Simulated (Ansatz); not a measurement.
The starting structures come from a database of crystals and need not be the phases stable at ambient conditions.

 Where the default PAW files enter, the runs use the earlier of Ansatz's two default sets.

Tunnelling through a barrier is set by its complex band structure: the current falls as exp(−2κd) with the smallest κ.

Consider the following.

```
CELL_PARAMETERS angstrom
      5.28300     0.00000     0.00000
      0.00000     7.81519     0.00000
      0.00000     3.90759     2.25605
ATOMIC_POSITIONS crystal
  Na 0.27990 0.66667 0.00000
  Na 0.72010 0.33333 0.00000
  Pd 0.00000 0.00000 0.00000
  C  0.37992 0.00000 0.00000
  C  0.62008 0.00000 0.00000
```

Space group of this cell: P-3m1. The cell is taken as given; by PBEsol its mean pressure is -2.1 GPa.

Transport runs along the normal of the first two printed cell vectors, the (110) plane of the conventional cell.

The gap is the functional's own, uncorrected, and κ follows it; spin-orbit coupling is left out. Mid-gap values are interpolated between the computed energies.

Task: State the band gap and the smallest decay constant κ at mid-gap according to Ansatz (a first-principles code) with PBEsol.

Result: Gap 0.81 eV on a 6×14×14 mesh; κ = 0.140 1/Å, at (0.500, 0.500) of the in-plane reciprocal vectors. At the zone centre, at the nearest computed energy, the slowest state has κ = 0.28 1/Å.
